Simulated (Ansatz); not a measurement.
Input and output of a relaxation of cell and atoms for S (I4_1/amd, 2 atoms in the cell) (Ansatz, a first-principles code).

Computed with PBE (plane waves, PAW; Ansatz).

```xyz
2
Lattice="-2.4825 2.4825 1.3545 2.4825 -2.4825 1.3545 2.4825 2.4825 -1.3545" Properties=species:S:1:pos:R:3 pbc="T T T"
S      0.0000     2.4825     0.6772
S      0.0000     0.0000     0.0000
```

Reference input (self-consistent single point, DFT, PBE, plane waves, default PAW files): basis.ecutwfc = 420 eV; kpoints.mp_grid.grid = 9 9 9; hamiltonian.xc = pbe; hamiltonian.pseudopotentials = {kind: paw} (the program's default PAW files); scf.occupations.method = cold; scf.occupations.width = 0.2 eV. This run's input differs from it in these lines:

Ansatz 0.2 input:
```diff
@@ -10,3 +10,3 @@
 basis:
-  ecutwfc: 420.0
+  ecutwfc: 250.0
 kpoints:
@@ -22,2 +22,4 @@
     width: 0.2
+relax:
+  cell: {}
 output:
```

The program printed (abridged):

```
   [... SCF lines of the steps left out ...]
relax step   1: F+E_penalty+E_count = -1802.11948248 eV  Δ(F+E_penalty+E_count) = +0.000e0 eV  max|allowed force component| = 0.000e0 eV/Å  Δτ_max = 0.0000 Å  P = +4.123 GPa  Ω = 33.390 Å³  (5 SCF iters, dr2 threshold 1.00e-7 eV, accepted)
relax step   2: F+E_penalty+E_count = -1802.10891748 eV  Δ(F+E_penalty+E_count) = +1.057e-2 eV  max|allowed force component| = 0.000e0 eV/Å  Δτ_max = 0.0000 Å  P = -0.275 GPa  Ω = 34.805 Å³  energy of the carried Pulay correction = -3.386e-2 eV  (4 [...]
   [... lines left out ...]
relax step  13: F+E_penalty+E_count = -1802.27488682 eV  Δ(F+E_penalty+E_count) = -2.538e-5 eV  max|allowed force component| = 2.776e-17 eV/Å  Δτ_max = 0.0000 Å  P = +0.002 GPa  Ω = 35.125 Å³  energy of the carried Pulay correction = -6.335e-6 eV  [...]
relax step  14: F+E_penalty+E_count = -1802.27442775 eV  Δ(F+E_penalty+E_count) = +4.591e-4 eV  max|allowed force component| = 2.949e-17 eV/Å  Δτ_max = 0.0000 Å  P = +0.002 GPa  Ω = 35.125 Å³  stress off target by 1.21e-2 GPa  SCF on the basis [...]
basis re-selected at this cell: Δ(F+E_penalty+E_count) = +4.591e-4 eV, ΔP = +0.000 GPa vs the last step
the relaxation is at rest under the 16 symmetry operations that the run kept from its start: a minimum is not shown …
Stability not checked (fill_not_monotonic)
Free energy (F): -1802.274428 eV
Internal energy: -1802.278112 eV  (E = F + TS)
   [... lines left out ...]
Fermi energy:    7.876012 eV
   [... lines left out ...]
to start a new deck from the relaxed geometry:
  cell:  # Å, volume = 35.1249 Å³
    - [-2.664858960835282, 2.664858960835282, 1.2365357461009425]
    - [2.664858960835282, -2.664858960835282, 1.2365357461009425]
    - [2.664858960835282, 2.664858960835282, -1.2365357461009425]
  atoms:
    - { symbol: S, position: [0.7499999999999999, 0.25000000000000006, 0.5] }
    - { symbol: S, position: [-5.551115123125782e-17, 2.081668171172168e-17, 0.0] }
```

The run converged. 

Summary of the result:
- Free energy E − TS (on the zero of these files) = -1802.2744 eV
- Fermi level (on the code's own zero) = 7.88 eV
- Pressure = 0.00 GPa
- Final cell = a = 3.9664 Å, b = 3.9664 Å, c = 3.9664 Å, α = 95.58°, β = 95.58°, γ = 143.67°
- Final volume per atom = 17.56 Å³
- Relaxation steps = 14

The starting cell was generated: these elements placed on a structure prototype, without a prior relaxation; it need not be a known phase or ordering of this composition. The relaxation keeps the symmetry of its start, so its end need not be a minimum. Ansatz's pressure includes its estimate of the finite-basis (Pulay) stress. Without the estimate this run gives -3.81 GPa. The cutoff lies below the one recommended for these files.
